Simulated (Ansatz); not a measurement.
# LiF: isotropic strain +1.00 %

Base system: LiF in the rock salt structure (space group Fm-3m, No. 225; a = 4.008 Å).

Modification: an isotropic linear strain of +1.00 %; the atoms relax in the strained cell.

All numbers come from PBEsol (Ansatz, a program for electronic structure), no spin-orbit coupling. Settings: 14×14×14 k-points, 0.05 eV Fermi–Dirac smearing.

```csv
quantity,base,changed,shift
volume per atom,8.05 Å³,8.29 Å³,+0.24 Å³
space group,Fm-3m (No. 225),Fm-3m (No. 225),–
shortest interatomic distance,2.004 Å,2.024 Å,+0.020 Å
energy relative to the base (free energy F),0 meV/atom,+1.6 meV/atom,+1.6 meV/atom
band gap,9.05 eV,8.79 eV,-0.26 eV
gap character,direct at Γ,direct at Γ,–
mean gap deformation potential ΔEg/Δln V,–,-8.8 eV,–
width of the top valence band,1.04 eV,0.99 eV,-0.044 eV
electron mass,0.88 mₑ (at Γ),0.87 mₑ (at Γ),–
```

Cost of the whole job for the changed cell (relaxation, final SCF and bands): very roughly 3 core-seconds.

Effective masses come from finite differences of ±0.01 Å⁻¹. Stability against distortions was not tested.
